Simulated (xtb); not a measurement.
xtb 6.7.1, GFN2-xTB: Zn(Cl)(acac)(OH2)2 (CC1=CC(C)=[O]->[Zn](<-[OH2])(<-[OH2])([Cl])[O]1), 22 atoms. The geometry is a generated start, not checked to be a minimum at this level.

```yaml
run_flags: --grad
method: GFN2-xTB
"--acc": 1 (default)
"--etemp (K)": 300 (default)
basis_functions: 61
valence_electrons: 64
```

```xyz
22

Zn     0.0900    -1.6106     0.3515
Cl     1.2832    -3.3070    -0.1529
C     -0.4419     1.5323    -2.4089
C     -0.0842     0.8233    -1.1240
C      0.5990     1.5321    -0.1404
C      1.0356     0.9796     1.0669
C      1.8001     1.8593     2.0273
O      0.8444    -0.2130     1.4351
O     -0.4442    -0.3901    -1.0406
H     -0.1214     2.5686    -2.3983
H      0.0327     1.0153    -3.2409
H     -1.5174     1.4840    -2.5629
H      0.8380     2.5636    -0.3380
H      2.7913     1.4367     2.1783
H      1.8891     2.8769     1.6608
H      1.2966     1.8581     2.9919
O     -1.6783    -2.9577    -0.8289
H     -1.0221    -3.6569    -0.9551
H     -1.7057    -2.4703    -1.6579
O     -1.4680    -2.0745     1.7719
H     -2.1188    -2.5695     1.2608
H     -1.8981    -1.2802     2.1045
```

Charge 0 and multiplicity 1 are set for this test and not shown to be the ground state.

One run each on 1 thread. Values of broydamp tried: 0.02, 0.05, 0.1, 0.2, 0.4 (default), 0.6, 0.8, 1.

Predict the course of the SCC iterations along this series.

Fewest SCC iterations, within one of each other: 0.4 (default) with 15, 0.6 with 15, 0.8 with 16, 1 with 16. The count rises to 25 at 0.02. All converge to one solution.

```csv
broydamp,SCC iterations,end
0.02,25,same solution
0.05,23,same solution
0.1,21,same solution
0.2,17,same solution
0.4 (default),15,same solution
0.6,15,same solution
0.8,16,same solution
1,16,same solution
```
